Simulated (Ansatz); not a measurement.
System: L1₀ (CuAu-type) TiAl. Method: r²SCAN in Ansatz (plane waves, PAW).

Numerical settings: plane-wave cutoff 560 eV, 20×20×14 k mesh (along the axes of the cell as run), Fermi–Dirac smearing 0.05 eV, no spin polarisation, scalar-relativistic PAW data made under PBE.

Equation-of-state points:

```
V (Å³/atom)  E − E_lowest (meV/atom)
-----------  -----------------------
15.417                         10.34
15.738                          2.50
16.059                          0.00
16.380                          2.35
16.701                          9.11
```

### Question
What bulk modulus B0 and pressure derivative B′ does a third-order Birch–Murnaghan fit give?

### Answer
V0 = 16.059 Å³/atom, B0 = 121 GPa, B′ = 3.8 (fit to the energies at full precision).

Shape and atoms are relaxed at each volume.

Note: the bulk modulus comes from volumes at which shape and atoms were relaxed.

Ansatz is an electronic-structure program.
